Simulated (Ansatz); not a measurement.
VO2, pressure series

Take VO₂ in the rutile structure (space group P4_2/mnm, No. 136; ferromagnetic) as the base.

```
CELL_PARAMETERS angstrom
      4.58364     0.00000     0.00000
      0.00000     4.58364     0.00000
      0.00000     0.00000     2.83858
ATOMIC_POSITIONS crystal
  V  0.00000 0.00000 0.00000
  V  0.50000 0.50000 0.50000
  O  0.30003 0.30003 0.00000
  O  0.80003 0.19997 0.50000
  O  0.19997 0.80003 0.50000
  O  0.69997 0.69997 0.00000
```

Cell and atoms are relaxed at each pressure.

All numbers come from PBE (Ansatz, an electronic-structure program, PAW, without spin-orbit coupling).

Task: Only one of these ends up non-magnetic. Which?
(A) pressure 75 GPa
(B) pressure 7 GPa
(C) pressure 100 GPa
(D) pressure 50 GPa

Result: C, pressure 100 GPa. Computed: pressure 100 GPa: non-magnetic; pressure 75 GPa: weakly magnetic (sensitive to the mesh); pressure 50 GPa: ferromagnetic; pressure 7 GPa: ferromagnetic

Other magnetic orders, which the real material may have, were not ruled out. Load acts through the strain it causes; cell and atoms are relaxed under it. Whether these cells are dynamically stable was not tested. Competing high-pressure phases were not computed. Seeded moments were not kept for pressure 100 GPa. No Hubbard U is applied, and correlation can decide whether such a compound is a metal.
